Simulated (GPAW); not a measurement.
A self-consistent single point of K₃Sr (P1, 4 atoms in the cell) with GPAW.

Method: r2SCAN-D4, GPAW PAW datasets PBE (gpaw-data 1.0.1) (plane waves; GPAW 25.7.0).

```
CELL_PARAMETERS angstrom
      0.00000     5.16585     5.16585
      5.16585     0.00000     5.16585
      5.16585     5.16585     0.00000
ATOMIC_POSITIONS crystal
  K  0.25319 0.25556 0.24053
  K  0.73959 0.76102 0.74698
  K  0.49204 0.50084 0.50293
  Sr 0.01518 0.98259 0.00956
```

Reference input (self-consistent single point, DFT LDA (Perdew-Wang 92), plane waves, GPAW PAW datasets LDA (gpaw-data 1.0.1)): mode = pw; ecut = 600 eV; xc = LDA; kpts = 3 3 3; mesh shift (steps) = 0 0 0; occupations.name = methfessel-paxton; occupations.width = 0.1 eV; occupations.order = 0; nbands = -12; symmetry.symmorphic = false; symmetry.tolerance = 0.0005; maxiter = 100. This run's input differs from it in these lines:

```diff
@@ -1,3 +1,5 @@
 from ase import Atoms
+from ase.calculators.mixing import SumCalculator
 from ase.units import GPa
+from dftd4.ase import DFTD4
 from gpaw import GPAW, PW
@@ -15,3 +17,3 @@
 calc = GPAW(mode=PW(600),
-            xc='LDA',
+            xc='MGGA_X_R2SCAN+MGGA_C_R2SCAN',
             kpts=(3, 3, 3),
@@ -22,3 +24,5 @@
 
-atoms.calc = calc
+disp = DFTD4(method='r2scan')
+
+atoms.calc = SumCalculator([calc, disp])
```

Its files differ too (potentials: GPAW PAW datasets PBE (gpaw-data 1.0.1)).

The program printed (abridged):

```
     iter     time        total  log10-change:
                         energy   eigst   dens
iter:   1 --:--:--   -42.513072
iter:   2 --:--:--   -30.674303   -1.17  -1.38
iter:   3 --:--:--   -30.499214   -2.13  -1.42
iter:   4 --:--:--   -30.151854   -1.32  -1.47
iter:   5 --:--:--   -30.169183   -2.70  -1.77
iter:   6 --:--:--   -30.183941   -2.81  -1.85
iter:   7 --:--:--   -30.181673c  -3.64  -2.55
iter:   8 --:--:--   -30.181649c  -5.14  -2.71
iter:   9 --:--:--   -30.181531c  -4.48  -2.87
iter:  10 --:--:--   -30.181528c  -5.83  -3.18
iter:  11 --:--:--   -30.181516c  -5.98  -3.21
iter:  12 --:--:--   -30.181512c  -5.67  -3.37
iter:  13 --:--:--   -30.181511c  -6.51  -3.99
iter:  14 --:--:--   -30.181507c  -6.79  -3.95
iter:  15 --:--:--   -30.181507c  -7.71c -4.34c
Converged after 15 iterations.

Dipole moment: (1.505335, -5.005083, 0.464995) |e|*Ang

Energy contributions relative to reference atoms: (reference = -135643.529663)

Kinetic:        -23.712045
Potential:      +26.362948
External:        +0.000000
XC:             -30.412961
Entropy (-ST):   -0.017517
Local:           -2.410691
SIC:             +0.000000
--------------------------
Free energy:    -30.190265
Extrapolated:   -30.181507

Showing only first 2 kpts
 Kpt  Band  Eigenvalues  Occupancy
  0    16     -1.20125    2.00000
  0    17      2.46153    0.00000
  0    18      2.46292    0.00000
  0    19      2.46696    0.00000

  1    16     -0.64833    2.00000
  1    17      0.98576    2.00000
  1    18      2.34027    0.00000
  1    19      2.35028    0.00000

Fermi level: 1.79418

No gap
No difference between direct/indirect transitions
Energy (eV): -30.280574

Forces in eV/Ang:
  0 K    -0.00021    0.06163   -0.04554
  1 K    -0.03977    0.08720   -0.00267
  2 K    -0.00929    0.00241    0.03062
  3 Sr    0.04979   -0.15173    0.01747

Stress tensor:
    -0.000777     0.000114     0.000045
     0.000114    -0.000670    -0.000053
     0.000045    -0.000053    -0.000761
Stress (GPa, Voigt): [-0.0677 -0.0506 -0.0652 -0.0084  0.0072  0.0182]
```

The run converged in 15 iterations. GPAW prints stress with tension positive. Against the reference run the pressure goes from -0.60 to 0.06 GPa and the largest force goes from 0.110 to 0.161 eV/Å.

The starting cell comes from a database of computed structures (which also holds hypothetical and non-ambient phases and stackings), without a prior relaxation at this level. Its atoms were displaced at random from the sites of space group no. 225.

Cost on one core of a shared machine: roughly 7 min.
